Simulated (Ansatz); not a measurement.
YCo5, pressure series

Take YCo5 (space group P6/mmm, No. 191; a = 4.839 Å, c = 3.895 Å; ferromagnetic) as the base.

Cell and atoms are relaxed at each pressure.

Computed with Ansatz (an electronic-structure program) PBEsol, no spin-orbit coupling.

Notes on the quantities. enthalpy: H = E + PV relative to the base's energy.

```
change            lattice parameter a       enthalpy  largest site moment
----------------  -------------------  -------------  -------------------
base                          4.839 Å              –              1.52 μB
pressure 0.3 GPa              4.835 Å  +0.02 eV/atom              1.52 μB
pressure 0.7 GPa              4.831 Å  +0.06 eV/atom              1.51 μB
pressure 1.5 GPa              4.822 Å  +0.12 eV/atom              1.51 μB
pressure 3 GPa                4.807 Å  +0.24 eV/atom              1.50 μB
pressure 5 GPa                4.787 Å  +0.40 eV/atom              1.48 μB
pressure 7.5 GPa              4.764 Å  +0.60 eV/atom              1.47 μB
```

Other magnetic orders, which the real material may have, were not ruled out. Load acts through the strain it causes; cell and atoms are relaxed under it. Whether these cells are dynamically stable was not tested. No other phases were tried under pressure.
